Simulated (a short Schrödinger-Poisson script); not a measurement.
# Gated In0.52Al0.48As/In0.53Ga0.47As modulation-doped gas in a quantum well

System: gated In0.52Al0.48As/In0.53Ga0.47As modulation-doped gas in a quantum well, at 77 K.

```tsv
layer	material	thickness (nm)	Nd (cm⁻³)	Na (cm⁻³)
1	In0.52Al0.48As	15	-	-
2	In0.52Al0.48As	30	1.3e18	-
3	In0.52Al0.48As	20	-	-
4	In0.53Ga0.47As	20	-	-
5	In0.52Al0.48As	4000	-	1e15
```

The device is made up for the run: typed textbook-type constants, with dimensions and the other settings drawn at random. In0.52Al0.48As: permittivity 12.5, conduction-band edge (eV) 0.52, gap (eV) 1.45, electron mass (mₑ) 0.075, Nv at 300 K (cm⁻³) 1.1e19. In0.53Ga0.47As: permittivity 13.9, conduction-band edge (eV) 0, gap (eV) 0.74, Nv at 300 K (cm⁻³) 7.7e18.

Channel valleys (confinement mass, in-plane density-of-states mass, number): Γ 0.041, 0.041, 1. At the gate the conduction-band edge of layer 1 lies 0.65 eV − eVg above the Fermi level of the channel; the field vanishes at the back. Donor level 0.006 eV below the band edge. The barrier under the gate holds no holes. Gaps are held at their typed values at every temperature. Mesh 0.08 nm at interfaces.

From a short Schrödinger-Poisson script (our own, NumPy): 1D Poisson equation in equilibrium, electrons quantum, Hartree (BenDaniel-Duke, 40 states a valley, the channel's in-plane mass for all, wave functions free to enter the barrier), parabolic valleys, classical holes, donors ionised by Fermi statistics, acceptors fully, no traps, pinning or gate leakage.

```csv
Vg (V),electrons (cm⁻²),in the channel layer,C (μF/cm²),Γ E0 (meV),Γ E1 (meV)
0.4,9.74e11,9.31e11,0.505,-51.9,3.2
0.25,9.60e11,9.30e11,0.437,-51.9,3.3
0.1,9.51e11,9.29e11,0.391,-51.8,3.3
-0.05,9.44e11,9.27e11,0.355,-51.7,3.4
-0.2,9.38e11,9.24e11,0.326,-51.6,3.5
-0.35,9.28e11,9.15e11,0.295,-51.2,3.8
-0.5,8.75e11,8.64e11,0.169,-48.7,5.7
-0.65,7.32e11,7.24e11,0.153,-41.7,11.6
-0.8,5.89e11,5.84e11,0.152,-34.0,18.3
-0.95,4.48e11,4.44e11,0.151,-25.9,25.6
-1.1,3.07e11,3.05e11,0.150,-17.4,33.5
-1.25,1.68e11,1.67e11,0.147,-8.1,42.4
-1.4,3.62e10,3.60e10,0.130,6.5,57.0
```

Gate voltages with under 1e6 electrons/cm² are left out.

Subbands count from the Fermi level.
